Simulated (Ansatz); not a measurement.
Start from GaP in the zinc blende structure (space group F-43m, No. 216).

```
CELL_PARAMETERS angstrom
      0.00000     2.69570     2.69570
      2.69570     0.00000     2.69570
      2.69570     2.69570     0.00000
ATOMIC_POSITIONS crystal
  Ga 0.00000 0.00000 0.00000
  P  0.25000 0.25000 0.25000
```

Cartesian axes are those of the cell as printed.

Calculations: DFT with LDA, PAW potentials and a 420 eV plane-wave cutoff in Ansatz (a quantum-chemistry and plane-wave program), spin-orbit coupling left out.

Base values:

The band gap is 1.38 eV.

The change: biaxial strain +3.00 %, plane normal [001], relaxed out of plane (Cartesian); in-plane vectors clamped, the third vector and the atoms free.

**Question.** Estimate the effect on the in-plane stress.

**Answer.** The mean in-plane stress (compression positive) amounts to -4.0 GPa.

**Question.** What does the calculation give for the band gap after the change?

**Answer.** The band gap falls by 0.47 eV (1.38 eV → 0.91 eV).

Stability against distortions was not tested.
